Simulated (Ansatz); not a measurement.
Input and output of a zone-centre phonon calculation for S (I4_1/amd, 2 atoms in the cell) (Ansatz, an electronic-structure program).

Level of theory: PBE (plane waves, PAW; Ansatz).

```
CELL_PARAMETERS angstrom
     -2.48251     2.48251     1.35449
      2.48251    -2.48251     1.35449
      2.48251     2.48251    -1.35449
ATOMIC_POSITIONS crystal
  S  0.75000 0.25000 0.50000
  S  0.00000 0.00000 0.00000
```

Reference input (self-consistent single point, DFT, PBE, plane waves, default PAW files): basis.ecutwfc = 420 eV; kpoints.mp_grid.grid = 9 9 9; hamiltonian.xc = pbe; hamiltonian.pseudopotentials = {kind: paw} (the program's default PAW files); scf.occupations.method = cold; scf.occupations.width = 0.2 eV. This run's input differs from it in these lines:

Ansatz 0.2 input:
```diff
@@ -10,3 +10,3 @@
 basis:
-  ecutwfc: 420.0
+  ecutwfc: 295.0
 kpoints:
@@ -22,6 +22,4 @@
     width: 0.2
-output:
-  forces: true
-  eigenvalues: true
-  stress: true
+phonons:
+  method: dfpt
```

The program printed (abridged):

```
SCF iter   1: F=—  HF=-1802.240641 eV  |F-HF|=—  |Δ(HF+E_count)|=         —  Δρ=3.90e-3  dr2=2.74e-3  ethr=1.77e-3  ⟨swp⟩=6.1  Hψ=8492  notcnv=0
all-band conjugate gradients solve this SCF's bands
preconditioner: auto → none
SCF iter   2: F=—  HF=-1802.240453 eV  |F-HF|=—  |Δ(HF+E_count)|=   1.88e-4  S|Δr|=    0.00e0  Δρ=2.29e-3  dr2=9.93e-4  ethr=2.28e-5  ⟨swp⟩=1.1  Hψ=2274  notcnv=0
   [... lines left out ...]
SCF iter   5: F=—  HF=-1802.240542 eV  |F-HF|=—  |Δ(HF+E_count)|=   8.58e-7  S|Δr|=    0.00e0  Δρ=8.67e-6  dr2=2.69e-8  ethr=3.36e-9  ⟨swp⟩=2.0  Hψ=1952  notcnv=0
SCF iter   6: F=—  HF=-1802.240542 eV  |F-HF|=—  |Δ(HF+E_count)|=   1.11e-8  S|Δr|=    0.00e0  Δρ=1.18e-6  dr2=4.70e-10  ethr=2.25e-10  ⟨swp⟩=2.8  Hψ=2019  notcnv=0
SCF iter   7: F=-1802.240542 eV  HF=-1802.240542 eV  |F-HF|=1.36e-12  |Δ(HF+E_count)|=  1.90e-10  S|Δr|=    0.00e0  Δρ=5.80e-8  dr2=7.60e-13  ethr=1.00e-12  ⟨swp⟩=4.2  Hψ=5846  notcnv=0
SCF 1 converged in 7 iterations: F = -1802.240542 eV  dr2 = 7.60e-13
DFPT response loops at Γ: preconditioner auto → Kerker (q_TF=auto, 2.300 Å⁻¹) (partly filled bands, converged f_vac=0.000) …
Stability not checked (fill_not_monotonic)
Free energy (F): -1802.240542 eV
Internal energy: -1802.242088 eV  (E = F + TS)
E sigma→0 (E₀):  -1802.241058 eV
Entropy (-TS):   0.001546 eV (0.773 meV/atom)
Fermi energy:    8.937884 eV
   [... lines left out ...]
  ASR residual: 4.842e-5 → 0.000e0 eV/Å²; symmetrization residual: 6.706e-14 eV/Å²
  ASR residual per site (eV/Å²): 4.84e-5 4.84e-5
  Γ frequencies (cm⁻¹): 0.00 0.00 0.00 93.50 196.20 196.20
  non-analytic LO–TO correction: not included (Born effective charges unavailable; polar crystals: no LO–TO splitting at Γ)
```

The run converged in 7 iterations. 

Summary of the result:
* **Free energy E − TS (on the zero of these files)**: -1802.2405 eV
* **Fermi level (on the code's own zero)**: 8.94 eV
* **Zone-centre frequencies (cm⁻¹; negative means imaginary)**: 0, 0, 0, 94, 196, 196

The starting cell was generated: these elements placed on a structure prototype, without a prior relaxation; it need not be a known phase or ordering of this composition. The cutoff lies below the one recommended for these files.
